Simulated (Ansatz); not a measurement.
TiAl3 (I4/mmm, No. 139)

Method: HSE06 in Ansatz (plane waves, PAW).

Run with plane-wave cutoff 500 eV, 10×10×10 k mesh, Fermi–Dirac smearing 0.1 eV, no spin polarisation, scalar-relativistic PAW data made under PBE.

Cell (relaxed at this level):

```
CELL_PARAMETERS angstrom
     -1.91001     1.91001     4.29544
      1.91001    -1.91001     4.29544
      1.91001     1.91001    -4.29544
ATOMIC_POSITIONS crystal
  Ti 0.00000 0.00000 0.00000
  Al 0.50000 0.50000 0.00000
  Al 0.75000 0.25000 0.50000
  Al 0.25000 0.75000 0.50000
```

```yaml
band_gap: zero (no gap)
```

Note: exact exchange on metals is sensitive to the k mesh and can open a false gap; the run warned that the count of filled bands differs between k points.

The computed numbers hold no vibrational or temperature effects.

Ansatz is an electronic-structure program.
